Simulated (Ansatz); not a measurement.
**A computed series for BN: element substitutions**

Start from BN in the zinc blende structure (space group F-43m, No. 216; a = 3.605 Å).

Each row replaces one element on all its sites; cell and atoms are relaxed.

Levels (all Ansatz, a first-principles code, PAW, earlier PAW set): PBEsol (420 eV, spin-orbit coupling left out); r2SCAN (500 eV, no SOC); PBEsol+SOC (420 eV, noncollinear with spin-orbit coupling).

Band gaps by level, all at the geometries relaxed with PBEsol:

```
case    PBEsol   r2SCAN  PBEsol+SOC
-----  -------  -------  ----------
base   4.29 eV  5.00 eV     4.29 eV
N → P  1.11 eV  1.39 eV     1.10 eV
N → O     zero     zero        zero
```

Single points use the geometry relaxed with PBEsol. The spin-orbit shifts are approximate. Whether these cells are dynamically stable was not tested. As relaxed here, BO is a hypothetical phase, not in the database extracts checked. The runs without spin-orbit coupling are not spin-polarised. An odd electron count without spin: BO.
